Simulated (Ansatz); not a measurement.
A self-consistent single point of LiF (Pm-3m, 2 atoms in the cell) with Ansatz (a quantum-chemistry and plane-wave program).

Method of the run: BLYP, default PAW files made with PBE (plane waves; Ansatz).

```yaml
crystal:
  lattice:
    - [2.56286, 0.00000, 0.00000]
    - [0.00000, 2.56286, 0.00000]
    - [0.00000, 0.00000, 2.56286]
  atoms:
    - { symbol: Li, position: [0.00000, 0.00000, 0.00000] }
    - { symbol: F, position: [0.50000, 0.50000, 0.50000] }
```

Reference input (self-consistent single point, DFT, r2SCAN, plane waves, default PAW files made with PBE): kpoints.mp_grid.grid = 9 9 9; hamiltonian.xc = r2scan; hamiltonian.pseudopotentials = {kind: paw} (the program's default PAW files); scf.occupations.method = fixed. This run's input differs from it in these lines:

Ansatz 0.2 input:
```diff
@@ -11,3 +11,3 @@
 hamiltonian:
-  xc: r2scan
+  xc: blyp
   pseudopotentials: { kind: paw }
```

Output (repeated stretches shortened):

```
SCF iter   1: F=—  HF=-1018.551569 eV  |F-HF|=—  |Δ(HF+E_count)|=         —  Δρ=1.20e-2  dr2=1.03e-2  ethr=1.77e-3  ⟨swp⟩=3.9  Hψ=1807  notcnv=0  defer=45
all-band conjugate gradients solve this SCF's bands
preconditioner: auto → none
SCF iter   2: F=—  HF=-1018.549836 eV  |F-HF|=—  |Δ(HF+E_count)|=   1.73e-3  Δρ=5.48e-3  dr2=3.68e-3  ethr=1.03e-4  ⟨swp⟩=2.4  Hψ=789  notcnv=0  defer=63
SCF iter   3: F=—  HF=-1018.548734 eV  |F-HF|=—  |Δ(HF+E_count)|=   1.10e-3  Δρ=1.25e-3  dr2=9.81e-5  ethr=3.68e-5  ⟨swp⟩=2.5  Hψ=497  notcnv=0  defer=62
SCF iter   4: F=—  HF=-1018.549200 eV  |F-HF|=—  |Δ(HF+E_count)|=   4.66e-4  Δρ=6.16e-4  dr2=4.48e-5  ethr=9.81e-7  ⟨swp⟩=2.5  Hψ=534  notcnv=0  defer=65
SCF iter   5: F=—  HF=-1018.549187 eV  |F-HF|=—  |Δ(HF+E_count)|=   1.32e-5  Δρ=1.57e-4  dr2=3.01e-6  ethr=4.48e-7  ⟨swp⟩=2.1  Hψ=413  notcnv=0  defer=65
SCF iter   6: F=-1018.549186 eV  HF=-1018.549186 eV  |F-HF|=1.89e-8  |Δ(HF+E_count)|=   8.84e-7  Δρ=1.33e-5  dr2=2.18e-8  ethr=1.00e-9  ⟨swp⟩=4.4  Hψ=1637  notcnv=0
SCF 1 converged in 6 iterations: F = -1018.549186 eV  dr2 = 2.18e-8
Free energy (F): -1018.549186 eV
Internal energy: -1018.549186 eV  (E = F + TS)
E sigma→0 (E₀):  -1018.549186 eV
Fermi energy:    2.162474 eV
--- Forces (eV/Å), atoms counted from 1 ---
  atom   1  Li    -0.00000000     0.00000000    -0.00000000
  atom   2  F      0.00000000    -0.00000000     0.00000000
--- Stress (GPa, compression-positive) ---
        0.827438       0.000000       0.000000
        0.000000       0.827438       0.000000
        0.000000       0.000000       0.827438
  P = ⅓ Tr σ = 0.8274 GPa (8.274 kbar)
  The stress holds the Pulay correction. Without it, at fixed plane waves, as pw.x and ABINIT print it: P = 0.0199 GPa
```

The run converged in 6 iterations. Against the reference run the pressure goes from -3.75 to 0.83 GPa and the gap on the mesh goes from 8.448 to 7.671 eV. The full log also holds: “WARN basis.ecutwfc = 420 eV, the default”.

The starting cell comes from a database of computed structures (which also holds hypothetical and non-ambient phases and stackings), without a prior relaxation at this level. Its lattice was rescaled by a random factor within 2.5 % of one. Ansatz's pressure includes its estimate of the finite-basis (Pulay) stress. Without the estimate this run gives 0.02 GPa.
